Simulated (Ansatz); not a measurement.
The parent structure is HgI2 in the 2H-MoS2 type structure (space group P6_3/mmc, No. 194; a = 4.155 Å, c = 14.391 Å; a hypothetical phase, not in the database extracts checked).

Modification: hydrostatic tension (pressure −1 GPa).

Levels (all Ansatz, an electronic-structure program, PAW, earlier PAW set): r2SCAN+rVV10 (500 eV, without spin-orbit coupling); HSE06 (420 eV, spin-orbit coupling left out).

The geometry is relaxed with r2SCAN+rVV10.

* **r2SCAN+rVV10 lowest conduction level above the VBM at special points**: M 0.96 eV; L 1.19 eV; Γ 1.24 eV

**Question.** How does going to HSE06 change the lowest conduction level above the VBM at special points?

**Answer.** The lowest conduction level above the VBM at special points changes from M 0.96 eV; L 1.19 eV; Γ 1.24 eV to M 1.49 eV; L 1.73 eV; Γ 1.74 eV.

Single points use the geometry relaxed with r2SCAN+rVV10. Their cutoffs differ, which shifts pressures a little. The hybrid gap comes from the SCF mesh plus the semilocal run's edge points and a few special points and is an upper bound. The levels and masses belong to the bands next to the band gap. Load acts through the strain it causes; cell and atoms are relaxed under it. Stability against distortions was not tested.
